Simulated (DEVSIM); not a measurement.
System: Schottky contact on n-type Si, at 250 K.

Layer 1 from the left is Si, thickness (μm) 2.50, Nd (cm⁻³) 2.1e15, τn (s) 6.9e-6, τp (s) 6.9e-6. Layer 2 from the left is Si, thickness (μm) 25.0, Nd (cm⁻³) 8.9e17, τn (s) 6.9e-6, τp (s) 6.9e-6.

Left contact: Schottky, work function 4.9 eV, emission velocity 1.2e7 cm/s. Right contact: ohmic. Voltage is applied to the left contact. Recombination: SRH at mid-gap, radiative, Auger. Mobility is μmin + (μ − μmin)/(1 + (N/Nref)^α).

Constants are typed, rounded textbook-type inputs, not results; the design itself was drawn at random and stands for no fabricated device. Values at 300 K; Nc and Nv go as T^1.5, mobilities as T to minus their exponent, the gap by Varshni's rule with the affinity fixed.

Si: gap (eV) 1.124, affinity (eV) 4.05, permittivity 11.7, Nc (cm⁻³) 2.86e19, Nv (cm⁻³) 3.1e19, μn (cm²/Vs) 1417, μp (cm²/Vs) 470, μn,min 52, μp,min 45, Nref,n 9.7e16, Nref,p 2.2e17, αn 0.68, αp 0.72, T exponent of μn 2.3, T exponent of μp 2.2, B (cm³/s) 4.7e-15, Cn (cm⁶/s) 2.8e-31, Cp (cm⁶/s) 9.9e-32, Varshni α (eV/K) 0.000473, Varshni β (K) 636.

Model (solved in DEVSIM): 1D drift-diffusion, Boltzmann statistics, complete ionisation; no tunnelling, impact ionisation, image-force lowering or self-heating. Metal contacts follow the ideal Schottky-Mott rule: no Fermi-level pinning, no interface dipoles.

Dark forward current:

```tsv
|V| (V)	|J| (A/cm²)
0.05	2.153e-9
0.10	2.373e-8
0.15	2.403e-7
0.20	2.412e-6
0.25	2.412e-5
0.30	0.0002403
0.35	0.002381
0.40	0.02339
0.45	0.2257
0.50	2.061
0.55	14.88
0.60	59.84
0.65	138.2
0.70	238.8
0.75	371.6
0.80	592.4
0.85	976.6
0.90	1543
0.95	2245
```

Q: Work out the local ideality factor n = ΔV / (kT/q · ln(J2/J1)) between the rows 0.10 and 0.15 V, 0.90 and 0.95 V.

A: kT/q = 21.54 mV. From 0.10 to 0.15 V: ln(2.403e-7/2.373e-8) = 2.315, n = 1.00, near the 1 of diffusion or emission over a barrier. From 0.90 to 0.95 V: ln(2245/1543) = 0.375, n = 6.19.

Q: Estimate the current at 0.30 V for emission alone, J0 = q v N_band exp(−φB/kT), and read the barrier back from the simulated current.

A: φB = 0.850 eV, N_band = 2.18e19 cm⁻³, J0 = 3.05e-10 A/cm²; J = J0 (exp(qV/kT) − 1) = 0.000341 A/cm². The simulation gives 0.000240 A/cm²; the estimate lies 42 % above. Read backwards, the simulated current gives an apparent barrier of 0.858 eV. The estimate leaves out transport through the depletion region and minority injection.
